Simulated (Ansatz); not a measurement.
## Pressure series in MgSe

The reference is MgSe in the rock salt structure (space group Fm-3m, No. 225; a = 5.508 Å).

Cell and atoms are relaxed at each pressure.

Method: PBE, PAW, 420 eV (Ansatz, a quantum-chemistry and plane-wave program; no SOC).

```json
[
 {"variant": "base", "electron mass": "0.48 mₑ along k, 0.24 mₑ across (at X)", "shortest interatomic distance": "275.4 pm", "band gap": "1.77 eV", "density": "4.10 g/cm³"},
 {"variant": "pressure −2 GPa", "electron mass": "0.47 mₑ along k, 0.24 mₑ across (at X)", "shortest interatomic distance": "278.7 pm", "band gap": "1.71 eV", "density": "3.96 g/cm³"},
 {"variant": "pressure −1 GPa", "electron mass": "0.48 mₑ along k, 0.24 mₑ across (at X)", "shortest interatomic distance": "277.0 pm", "band gap": "1.74 eV", "density": "4.03 g/cm³"},
 {"variant": "pressure 0.3 GPa", "electron mass": "0.48 mₑ along k, 0.24 mₑ across (at X)", "shortest interatomic distance": "275.0 pm", "band gap": "1.78 eV", "density": "4.12 g/cm³"},
 {"variant": "pressure 0.7 GPa", "electron mass": "0.48 mₑ along k, 0.24 mₑ across (at X)", "shortest interatomic distance": "274.4 pm", "band gap": "1.79 eV", "density": "4.15 g/cm³"},
 {"variant": "pressure 1.5 GPa", "electron mass": "0.48 mₑ along k, 0.24 mₑ across (at X)", "shortest interatomic distance": "273.3 pm", "band gap": "1.81 eV", "density": "4.20 g/cm³"},
 {"variant": "pressure 3 GPa", "electron mass": "0.49 mₑ along k, 0.24 mₑ across (at X)", "shortest interatomic distance": "271.3 pm", "band gap": "1.85 eV", "density": "4.29 g/cm³"},
 {"variant": "pressure 5 GPa", "electron mass": "0.49 mₑ along k, 0.24 mₑ across (at X)", "shortest interatomic distance": "269.0 pm", "band gap": "1.89 eV", "density": "4.41 g/cm³"},
 {"variant": "pressure 7.5 GPa", "electron mass": "0.50 mₑ along k, 0.24 mₑ across (at X)", "shortest interatomic distance": "266.3 pm", "band gap": "1.94 eV", "density": "4.54 g/cm³"},
 {"variant": "pressure 10 GPa", "electron mass": "0.50 mₑ along k, 0.24 mₑ across (at X)", "shortest interatomic distance": "264.0 pm", "band gap": "1.98 eV", "density": "4.66 g/cm³"}
]
```

Load acts through the strain it causes; cell and atoms are relaxed under it. Masses are band curvatures over ±0.01 Å⁻¹ around the edge. Along k means along the line from Γ to the band edge. Whether these cells are dynamically stable was not tested. No other phases were tried under pressure.
